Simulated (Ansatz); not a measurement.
Base system: Pd in the fcc (Cu type) structure (space group Fm-3m, No. 225; a = 3.878 Å; relaxed with 0.1 eV smearing). Axes: x, y, z lie along the cube axes.

Level of theory: Kohn–Sham DFT with the PBEsol functional, run in Ansatz (an electronic-structure program) with PAW and 420 eV plane waves, scalar-relativistic without spin-orbit coupling.

Now apply this change: biaxial strain +3.00 %, plane normal [001], relaxed out of plane (Cartesian); in-plane vectors clamped, the third vector and the atoms free.

Q: How does this affect the in-plane stress?

A: The mean in-plane stress (compression positive) comes out as -3.5 GPa.

Q: Estimate the effect on the ratio −ε⊥/ε∥.

A: The ratio −ε⊥/ε∥ comes out as 1.49.

Whether these cells are dynamically stable was not tested. The final runs are not spin-polarised.
